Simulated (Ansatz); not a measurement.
## BeTe: carrier doping

The parent structure is BeTe in the zinc blende structure (space group F-43m, No. 216).

```
CELL_PARAMETERS angstrom
      0.00000     2.82851     2.82851
      2.82851     0.00000     2.82851
      2.82851     2.82851     0.00000
ATOMIC_POSITIONS crystal
  Te 0.25000 0.25000 0.25000
  Be 0.00000 0.00000 0.00000
```

Carriers are added at fixed cell with a uniform background; the Fermi–Dirac width is that of 300 K.

All numbers come from DFT with r2SCAN, PAW potentials and a 500 eV plane-wave cutoff in Ansatz (an electronic-structure program), without spin-orbit coupling.

Notes on the quantities. Fermi level from band edge: Fermi level relative to the doped band's edge (positive inside the band; to 0.05 eV).

```tsv
case	gap between the host's bands	Fermi level from band edge
undoped	2.38 eV	–
electrons 1.0×10^21 cm⁻³	2.36 eV	+0.30 eV
electrons 1.5×10^21 cm⁻³	2.35 eV	+0.40 eV
electrons 7.0×10^21 cm⁻³	2.27 eV	+0.95 eV
electrons 1.0×10^22 cm⁻³	(withheld)	(withheld)
holes 1.0×10^21 cm⁻³	2.40 eV	+0.25 eV
holes 1.5×10^21 cm⁻³	2.42 eV	+0.35 eV
holes 7.0×10^21 cm⁻³	2.58 eV	+0.80 eV
holes 1.0×10^22 cm⁻³	2.66 eV	+0.95 eV
```

Task: Fill in the withheld entries from the trend.

Result: 
- electrons 1.0×10^22 cm⁻³, gap between the host's bands: 2.23 eV
- electrons 1.0×10^22 cm⁻³, Fermi level from band edge: +1.10 eV

Charged cell with a jellium background: band edges are those of the host's band count, energies are not comparable with the neutral cell, and many-body gap narrowing is missing. With Te present, leaving out spin-orbit coupling can change the band edges. No phonon test of stability was made.
